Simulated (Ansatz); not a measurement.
Response to strain in NaCl

The reference is NaCl in the rock salt structure (space group Fm-3m, No. 225; a = 5.6015 Å).

Strains are applied to the cell and any free atomic positions relax.

Method: PBEsol, PAW, 420 eV (Ansatz, an electronic-structure program; no SOC).

Candidates:
(a) isotropic strain −1.00 %
(b) isotropic strain −2.50 %
(c) isotropic strain +1.50 %

Notes on the quantities. energy relative to the base: free energy F.

**Question.** Order them by energy relative to the base, highest first.

**Answer.** (b) isotropic strain −2.50 % (+11 meV/atom), (c) isotropic strain +1.50 % (+3.4 meV/atom), (a) isotropic strain −1.00 % (+1.7 meV/atom)

Stability against distortions was not tested.
